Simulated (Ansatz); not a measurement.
Ansatz (an electronic-structure program) run on Li3YBi2 (P3m1, 6 atoms in the cell): self-consistent single point.

Computed with PBEsol, default PAW files made with PBE (plane waves; Ansatz).

The change in words: lattice scaled by 0.98; kpoints.mp_grid.grid: 8 8 5 → 6 6 4; scf.occupations.width: 0.1 eV → 0.05 eV. Reference geometry:
```yaml
crystal:
  lattice:
    - [4.61481, 0.00000, 0.00000]
    - [-2.30741, 3.99654, 0.00000]
    - [0.00000, 0.00000, 7.28770]
  atoms:
    - { symbol: Li, position: [0.66667, 0.33333, 0.35780] }
    - { symbol: Li, position: [0.33333, 0.66667, 0.64906] }
    - { symbol: Li, position: [0.00000, 0.00000, 0.50000] }
    - { symbol: Y, position: [0.00000, 0.00000, 0.00000] }
    - { symbol: Bi, position: [0.66667, 0.33333, 0.75259] }
    - { symbol: Bi, position: [0.33333, 0.66667, 0.24741] }
```

Reference input (self-consistent single point, DFT, PBEsol, plane waves, default PAW files made with PBE): basis.ecutwfc = 420 eV; kpoints.mp_grid.grid = 8 8 5; hamiltonian.xc = pbesol; hamiltonian.pseudopotentials = {kind: paw} (the program's default PAW files); scf.occupations.method = gaussian; scf.occupations.width = 0.1 eV. This run's input differs from it in these lines:

Ansatz 0.2 input:
```diff
@@ -3,12 +3,12 @@
   lattice:
-    - [4.61481000, 0.00000000, 0.00000000]
-    - [-2.30740500, 3.99654300, 0.00000000]
-    - [0.00000000, 0.00000000, 7.28769800]
+    - [4.52251400, 0.00000000, 0.00000000]
+    - [-2.26125700, 3.91661200, 0.00000000]
+    - [0.00000000, 0.00000000, 7.14194400]
   atoms:
-    - { symbol: Li, position_ang: [2.30740731, 1.33217967, 2.60754563] }
-    - { symbol: Li, position_ang: [-0.00000231, 2.66436333, 4.73015326] }
-    - { symbol: Li, position_ang: [0.00000000, 0.00000000, 3.64384900] }
+    - { symbol: Li, position_ang: [2.26125926, 1.30553603, 2.55539471] }
+    - { symbol: Li, position_ang: [-0.00000226, 2.61107597, 4.63555017] }
+    - { symbol: Li, position_ang: [0.00000000, 0.00000000, 3.57097200] }
     - { symbol: Y, position_ang: [0.00000000, 0.00000000, 0.00000000] }
-    - { symbol: Bi, position_ang: [2.30740731, 1.33217967, 5.48464864] }
-    - { symbol: Bi, position_ang: [-0.00000231, 2.66436333, 1.80304936] }
+    - { symbol: Bi, position_ang: [2.26125926, 1.30553603, 5.37495563] }
+    - { symbol: Bi, position_ang: [-0.00000226, 2.61107597, 1.76698837] }
 basis:
@@ -16,3 +16,3 @@
 kpoints:
-  mp_grid: { grid: [8, 8, 5] }
+  mp_grid: { grid: [6, 6, 4] }
 hamiltonian:
@@ -21,3 +21,3 @@
 scf:
-  occupations: { method: gaussian, width: 0.1 }
+  occupations: { method: gaussian, width: 0.05 }
 output:
```

Output, abridged:

```
SCF iter   1: F=—  HF=-28892.340233 eV  |F-HF|=—  |Δ(HF+E_count)|=         —  Δρ=2.13e-3  dr2=1.11e-2  ethr=1.77e-3  ⟨swp⟩=7.0  Hψ=3602  notcnv=0
all-band conjugate gradients solve this SCF's bands
preconditioner: auto → Resta (q_TF=auto, 2.337 Å⁻¹)
SCF iter   2: F=—  HF=-28892.336946 eV  |F-HF|=—  |Δ(HF+E_count)|=   3.29e-3  Δρ=1.03e-3  dr2=1.05e-3  ethr=2.22e-5  ⟨swp⟩=2.5  Hψ=1485  notcnv=0  defer=2
SCF iter   3: F=—  HF=-28892.336599 eV  |F-HF|=—  |Δ(HF+E_count)|=   3.47e-4  Δρ=3.52e-4  dr2=2.21e-4  ethr=2.09e-6  ⟨swp⟩=2.6  Hψ=1293  notcnv=0  defer=2
SCF iter   4: F=—  HF=-28892.336584 eV  |F-HF|=—  |Δ(HF+E_count)|=   1.49e-5  Δρ=1.05e-4  dr2=1.93e-5  ethr=4.43e-7  ⟨swp⟩=2.1  Hψ=861  notcnv=0  defer=2
SCF iter   5: F=—  HF=-28892.336589 eV  |F-HF|=—  |Δ(HF+E_count)|=   5.06e-6  Δρ=1.40e-5  dr2=3.94e-7  ethr=3.86e-8  ⟨swp⟩=2.0  Hψ=845  notcnv=0  defer=2
SCF iter   6: F=-28892.336589 eV  HF=-28892.336589 eV  |F-HF|=2.68e-9  |Δ(HF+E_count)|=   1.05e-8  Δρ=3.97e-6  dr2=1.99e-8  ethr=2.00e-10  ⟨swp⟩=9.7  Hψ=3445  notcnv=0
SCF 1 converged in 6 iterations: F = -28892.336589 eV  dr2 = 1.99e-8
Free energy (F): -28892.336589 eV
Internal energy: -28892.336131 eV  (E = F + TS)
E sigma→0 (E₀):  -28892.336360 eV
Entropy (-TS):   -0.000458 eV (-0.076 meV/atom)
Fermi energy:    9.218007 eV
--- Forces (eV/Å), atoms counted from 1 ---
  atom   1  Li     0.00000000     0.00000000    -0.11923488
  atom   2  Li     0.00000000    -0.00000000     0.01290301
  atom   3  Li    -0.00000000     0.00000000    -0.00133224
  atom   4  Y      0.00000000     0.00000000     0.04158874
  atom   5  Bi     0.00000000    -0.00000000     0.02102732
  atom   6  Bi     0.00000000     0.00000000     0.04504572
--- Stress (GPa, compression-positive) ---
        2.012881       0.000000       0.000000
        0.000000       2.012881       0.000000
        0.000000       0.000000       1.538180
  P = ⅓ Tr σ = 1.8546 GPa (18.546 kbar)
  The stress holds the Pulay correction. Without it, at fixed plane waves, as pw.x and ABINIT print it: P = 1.8404 GPa
```

The run converged in 6 iterations. Against the reference run the free energy goes up by 5.6 meV/atom, the pressure goes from -0.87 to 1.85 GPa and the largest force moves little (0.123 to 0.119 eV/Å).

The starting cell comes from a database of computed structures (which also holds hypothetical and non-ambient phases and stackings), without a prior relaxation at this level. Its lattice was rescaled by up to half a per cent. One atom was moved a little off its site on purpose. For this run, on top of that: lattice scaled by 0.98. Ansatz's pressure includes its estimate of the finite-basis (Pulay) stress.
